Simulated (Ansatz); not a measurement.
By PBEsol, the system below comes out a metal.

Without scattering a metal conducts by its projected Fermi surface.

Input:

```xyz
2
Lattice="3.2446 0.0000 0.0000 0.0000 3.2446 0.0000 1.6223 -1.6223 2.2943" Properties=species:S:1:pos:R:3 pbc="T T T"
Zr     1.6223     1.6223     0.0000
N      0.0000     0.0000     0.0000
```

The cell is taken as given; by PBEsol it stands under a pressure of -6.1 GPa.

The current flows along the normal of the first two printed cell vectors, the (001) plane of the conventional cell. No spin-orbit coupling; the value is a mean over 0.1 eV about the Fermi level.

Task: Give the ballistic conductance per area that PBEsol in Ansatz (a first-principles code) yields.

Result: 1.1 × 10¹⁵ S/m² for both spins.
